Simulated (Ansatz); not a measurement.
Start from CuI in the zinc blende structure (space group F-43m, No. 216).

```
CELL_PARAMETERS angstrom
      0.00000     3.03891     3.03891
      3.03891     0.00000     3.03891
      3.03891     3.03891     0.00000
ATOMIC_POSITIONS crystal
  I  0.75000 0.75000 0.75000
  Cu 0.00000 0.00000 0.00000
```

Method: PBE in Ansatz (plane waves to 420 eV, PAW, no SOC), earlier PAW set.

Base values:

Lattice parameter a: 6.078 Å
Valley order: Γ 1.10 eV; L along ⟨111⟩ 2.13 eV; X along ⟨100⟩ 2.72 eV

Now apply this change: cell and atoms relaxed at a pressure of 15 GPa.

Task: What happens to the lattice parameter a?

Result: The lattice parameter a shrinks by 0.425 Å to 5.653 Å.

Task: What happens to the valley order?

Result: The valley order (the lowest conduction-band minima on the path, energy above the VBM, named in the base's zone) becomes Γ 1.77 eV; X along ⟨100⟩ 2.23 eV; L along ⟨111⟩ 2.31 eV (base: Γ 1.10 eV; L along ⟨111⟩ 2.13 eV; X along ⟨100⟩ 2.72 eV).

Spin-orbit coupling, missing from the scalar runs, can matter with I. The levels and masses belong to the bands next to the band gap. Load acts through the strain it causes; cell and atoms are relaxed under it. Whether these cells are dynamically stable was not tested. Tetrahedral semiconductors of this kind turn to denser phases somewhere between about 1 and 50 GPa; those were not computed, so compressed cells here can lie past the real transition. The final runs are not spin-polarised.

Ansatz is an electronic-structure program.
